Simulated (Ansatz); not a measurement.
The starting structures come from a database of crystals and need not be the phases stable at ambient conditions.

 Where the default PAW files enter, the runs use the earlier of Ansatz's two default sets.

By PBEsol, the system below comes out a metal.

A figure of merit of an interconnect metal is its ballistic conductance per area.

```yaml
crystal:
  lattice:
    - [3.33162, 0.00000, 0.00000]
    - [1.66581, 11.81269, 0.05197]
    - [1.66581, 0.22225, 2.87670]
  atoms:
    - { symbol: Ta, position: [0.08211, 0.75366, 0.08211] }
    - { symbol: Ta, position: [0.91789, 0.24634, 0.91789] }
    - { symbol: S, position: [0.20748, 0.37755, 0.20748] }
    - { symbol: S, position: [0.79252, 0.62245, 0.79252] }
    - { symbol: S, position: [0.37181, 0.88458, 0.37181] }
    - { symbol: S, position: [0.62819, 0.11542, 0.62819] }
```

Space group of this cell: R-3m. The cell was relaxed by PBE-D3(BJ); by PBEsol its mean pressure is -1.1 GPa.

The current flows along the normal of the first two printed cell vectors, the (101) plane of the conventional cell. No spin-orbit coupling; the value is a mean over 0.1 eV about the Fermi level.

Q: Compute, with PBEsol in Ansatz (a program for electronic structure), the ballistic conductance per area.

A: 0.69 × 10¹⁵ S/m² for both spins.
